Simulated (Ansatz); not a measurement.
The parent structure is GaN in the wurtzite structure (space group P6_3mc, No. 186; a = 3.183 Å, c = 5.184 Å). Axes: x lies along a and z along c of the hexagonal cell.

Method: r2SCAN (Ansatz, an electronic-structure program; PAW; 500 eV plane waves; no spin-orbit coupling).

It is then changed as follows: a pure shear with ε_xy = ε_yx = -0.0359; the atoms relax in the strained cell.

Predict the new stress and energy relative to the base.

The stress (xx, yy, zz, yz, xz, xy; compression positive) is (-0.48, 0.79, -0.23, 0.00, 0.00, 8.25) GPa; the energy goes up by 21 meV/atom.

Whether these cells are dynamically stable was not tested.
